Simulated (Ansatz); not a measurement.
Worked example: zone-centre phonon calculation of HfB2 (P6/mmm, 3 atoms in the cell) in Ansatz (a program for electronic structure).

Method of the run: PBE (plane waves, PAW; Ansatz).

```
CELL_PARAMETERS angstrom
      1.59528    -2.76310     0.00000
      1.59528     2.76310     0.00000
      0.00000     0.00000     3.53603
ATOMIC_POSITIONS crystal
  Hf 0.00000 0.00000 0.00000
  B  0.33333 0.66667 0.50000
  B  0.66667 0.33333 0.50000
```

Reference input (self-consistent single point, DFT, PBE, plane waves, default PAW files): kpoints.mp_grid.grid = 10 10 8; hamiltonian.xc = pbe; hamiltonian.pseudopotentials = {kind: paw} (the program's default PAW files); scf.occupations.method = gaussian; scf.occupations.width = 0.1 eV. This run's input differs from it in these lines:

```diff
@@ -16,6 +16,4 @@
   occupations: { method: gaussian, width: 0.1 }
-output:
-  forces: true
-  eigenvalues: true
-  stress: true
+phonons:
+  method: dfpt
```

Log, with long lists cut:

```
SCF iter   1: F=—  HF=-16036.172717 eV  |F-HF|=—  |Δ(HF+E_count)|=         —  Δρ=2.19e-3  dr2=2.48e-3  ethr=1.77e-3  ⟨swp⟩=4.1  Hψ=11921  notcnv=0
all-band conjugate gradients solve this SCF's bands
preconditioner: auto → none
SCF iter   2: F=—  HF=-16036.172108 eV  |F-HF|=—  |Δ(HF+E_count)|=   6.09e-4  Δρ=8.79e-4  dr2=2.86e-4  ethr=7.76e-6  ⟨swp⟩=2.0  Hψ=5210  notcnv=0
   [... lines left out ...]
SCF iter   5: F=—  HF=-16036.172045 eV  |F-HF|=—  |Δ(HF+E_count)|=   6.89e-7  Δρ=4.42e-5  dr2=1.55e-7  ethr=8.41e-9  ⟨swp⟩=2.0  Hψ=5571  notcnv=0
SCF iter   6: F=—  HF=-16036.172045 eV  |F-HF|=—  |Δ(HF+E_count)|=   2.20e-7  Δρ=2.98e-6  dr2=1.17e-9  ethr=4.83e-10  ⟨swp⟩=2.0  Hψ=4122  notcnv=0
SCF iter   7: F=—  HF=-16036.172045 eV  |F-HF|=—  |Δ(HF+E_count)|=  9.51e-10  Δρ=5.11e-7  dr2=3.19e-11  ethr=3.66e-12  ⟨swp⟩=2.1  Hψ=5610  notcnv=0
SCF iter   8: F=-16036.172045 eV  HF=-16036.172045 eV  |F-HF|=1.82e-12  |Δ(HF+E_count)|=  9.09e-12  Δρ=4.91e-8  dr2=4.78e-13  ethr=1.00e-12  ⟨swp⟩=5.5  Hψ=14196  notcnv=0
SCF 1 converged in 8 iterations: F = -16036.172045 eV  dr2 = 4.78e-13
DFPT response loops at Γ: preconditioner auto → Kerker (q_TF=auto, 2.740 Å⁻¹) (partly filled bands, converged f_vac=0.000) …
Free energy (F): -16036.172045 eV
Internal energy: -16036.170221 eV  (E = F + TS)
E sigma→0 (E₀):  -16036.171133 eV
Entropy (-TS):   -0.001824 eV (-0.608 meV/atom)
Fermi energy:    19.442417 eV
--- Phonons (Γ-DFPT): 4 representative perturbations + reference, on 155 of 800 k-points (Σ response iterations 12) ---
  k mesh reduced under 4 symmetry operations, with k and −k counted as one. Each operation leaves every solved displacement unchanged or reverses it
  ASR residual: 6.871e-5 → 0.000e0 eV/Å²; symmetrization residual: 4.478e-7 eV/Å²
  ASR residual per site (eV/Å²): 6.87e-5 6.35e-6 6.35e-6
  Γ frequencies (cm⁻¹): 0.00 0.00 0.00 411.82 411.82 424.81 507.36 744.14 744.14
  non-analytic LO–TO correction: not included (Born effective charges unavailable; polar crystals: no LO–TO splitting at Γ)
```

The run converged in 8 iterations. 

Summary of the result:
* **Free energy E − TS (on the zero of these files)**: -16036.1720 eV
* **Fermi level (on the code's own zero)**: 19.44 eV
* **Zone-centre frequencies (cm⁻¹; negative means imaginary)**: 0, 0, 0, 412, 412, 425, 507, 744, 744

The starting cell has typed, rounded lattice constants, without a prior relaxation at this level. Its lattice was rescaled by a random factor within 2.5 % of one.

Keys are those of Ansatz 0.2.
